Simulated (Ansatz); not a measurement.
Here is the system:

End structure of a constructed model of the (111) surface of fcc Ag, a layer of Mg in place of the second plane (bottom of the slab: a bare face, its two planes held):

```xyz
6
Lattice="2.9334 0.0000 0.0000 -1.4667 2.5404 0.0000 0.0000 0.0000 28.0000" Properties=species:S:1:pos:R:3 pbc="T T T"
Ag     0.0000     1.6936     8.0363
Ag     1.4667     0.8468    10.4314
Ag     0.0000     0.0000    12.8239
Ag     0.0000     1.6936    15.2412
Mg     1.4667     0.8468    17.5823
Ag     0.0000     0.0000    19.9151
```

Slab: 6 atoms, 11.9 Å thick at the start with caps and adatoms (thin: gaps and levels are the slab's own); k 15x15x1, smearing 0.1 eV, dipole-corrected; 2 atoms held, the rest relaxed; start symmetry kept, larger cells not searched; no spin, no spin-orbit, no U. In PBE it is, or lies within 0.01 eV a 1x1 cell of, the lowest of the 2 structures of its composition computed so far; subsurface sites and larger cells were not tried.

Q: What work function of the top face does Ansatz (a quantum-chemistry and plane-wave program) with PBE give?

A: 4.40 eV
